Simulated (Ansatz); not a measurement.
**ZnCdO2 (P3m1, No. 156, 4 atoms in the cell; start mp-1215505)**

Level of theory: PBEsol (PAW; Ansatz, a program for electronic structure).

Settings: plane-wave cutoff 520 eV, 18×18×10 k mesh (along the axes of the cell as run), Fermi–Dirac smearing 0.05 eV, scalar-relativistic PAW data made under PBE.

Cell (relaxed at this level):

```xyz
4
Lattice="3.3694 0.0000 0.0000 -1.6847 2.9179 0.0000 0.0000 0.0000 5.6145" Properties=species:S:1:pos:R:3 pbc="T T T"
Zn     0.0000     0.0000     5.5968
Cd     1.6847     0.9726     2.7422
O      1.6847     0.9726     0.5534
O      0.0000     0.0000     3.6616
```

For ZnCdO2 (P3m1, No. 156, 4 atoms in the cell; start mp-1215505), the band gap is zero (no gap) and the bulk modulus B0 is 115 GPa.

Note: the relaxation could not lower the start's symmetry, so the cell can be a saddle point above a distorted one; the bulk modulus is −V dP/dV from two relaxed cells at ±2 % in volume.

Spin–orbit coupling is not included.

The computed numbers hold no vibrational or temperature effects.

It cost very roughly 8 core-minutes of CPU time.

A start named mp-… is a Materials Project structure, which need not be a measured phase.
